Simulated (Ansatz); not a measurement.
Au (Fm-3m), PBEsol, DFPT electron-phonon coupling, linearised Boltzmann equation in Ansatz (a program for electronic structure): Condition of this run: hydrostatic pressure 30 GPa (the target of the relaxation). phonon-limited resistivity 1.40 μΩ·cm at 300 K, 1.88 μΩ·cm at 400 K, current-weighted mean free path 57 nm, Drude plasma energy 9.52 eV.

Q: What Drude relaxation time do resistivity and plasma energy imply?

A: ω_p = 1.45e16 s⁻¹, so τ = 1/(ε₀ ω_p² ρ) = 38.6 fs, a damping ħ/τ of 17.1 meV.

Q: What temperature coefficient of resistance follows, and how does it compare with 1/T?

A: (ρ₄₀₀ − ρ₃₀₀)/(100 K × ρ₃₀₀) = 3.43×10⁻³ K⁻¹, against 1/T = 3.33×10⁻³ K⁻¹ for a resistivity proportional to T. Impurities would add a constant and lower it.

Q: What is the classical skin depth at 1 GHz (nonmagnetic, μ₀ = 1.257×10⁻⁶ H/m)?

A: δ = √(ρ/(π f μ₀)) = 1880 nm.

A metal at this level (no band gap). Only scattering by harmonic phonons is included (no impurities, grain boundaries, electron-electron scattering or thermal expansion). Spin-orbit coupling is left out, which matters with elements this heavy. Halving the electron mesh (36x36x36) moves the resistivity by up to 1 % at 300 K, the mean free path by up to 2 %. Smearing 0.20 eV; phonons on a 6x6x6 q mesh, which this run doesn't test.
